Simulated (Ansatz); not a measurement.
## Lattice parameter c of Ca2O (model structure, started from the Ca2N type, R-3m, No. 166, 3 atoms in the cell) at several levels of theory

No measured value is used here.

```csv
level (code),value (Å)
LDA (Ansatz),[?]
PBE (Ansatz),17.879
PBEsol (Ansatz),17.694
r²SCAN (Ansatz),17.780
```

What belongs in the gaps?


- LDA (Ansatz, a first-principles code), value (Å): 17.483

Cutoffs differ between the levels. Ansatz's density-functional and Hartree–Fock values are scalar-relativistic unless marked +SOC, with PAW data made under PBE.

A model structure was made by putting elements into a prototype or built by hand; it is no filed structure, need not be a known phase, and can be a saddle point held by its symmetry.
